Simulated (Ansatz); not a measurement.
The reference is Ta in the bcc (W type) structure (space group Im-3m, No. 229; a = 3.282 Å).

Calculations: PBEsol, PAW, 420 eV (Ansatz, a quantum-chemistry and plane-wave program; no spin-orbit coupling), earlier PAW set.

Before the change:

```
Property              Result
-------------------  -------
Lattice parameter a  3.282 Å
```

Now apply this change: cell and atoms relaxed at a pressure of 30 GPa.

Q: How does this affect the lattice parameter a?

A: The lattice parameter a decreases by 0.125 Å to 3.157 Å.

Load acts through the strain it causes; cell and atoms are relaxed under it. Stability against distortions was not tested. No other phases were tried under pressure. The final runs are not spin-polarised.
